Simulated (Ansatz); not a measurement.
# Effect of x(Li) = 0.25, 8 atoms, P2_1/m on Be

Base system: Be in the hcp (Mg type) structure (space group P6_3/mmc, No. 194; a = 2.264 Å, c = 3.564 Å).

The other end (x = 1) is Li in the hcp (Mg type) structure (space group P6_3/mmc, No. 194; a model cell): 21.00 Å³/atom, gap zero; this end may not be an ambient phase.

Perturbation: a fraction x = 0.25 of the Be sites is given to Li, ordered in a cell of 8 atoms (starting symmetry P2_1/m) and fully relaxed.

Computed with r2SCAN in Ansatz (plane waves to 500 eV, PAW, no SOC). k-mesh 8×20×8 (Γ-centred); smearing 0.05 eV (Fermi–Dirac), for the changed cell.

```json
[
 {"quantity": "density", "base": "1.89 g/cm³", "changed": "1.53 g/cm³", "shift": "-0.36 g/cm³"},
 {"quantity": "band gap", "base": "zero", "changed": "zero", "shift": "–"},
 {"quantity": "mixing energy (to 0.01 eV only: unlike meshes or grids)", "base": "–", "changed": "+0.14 eV/atom", "shift": "–"},
 {"quantity": "deviation of the volume from the linear (Vegard-type) interpolation", "base": "–", "changed": "-17.5 %", "shift": "–"}
]
```

These are small ordered cells, not random alloys; other orderings at the same x differ. Whether these cells are dynamically stable was not tested. This is not the structure that Li has at room temperature and ambient pressure.

Ansatz is a first-principles code.
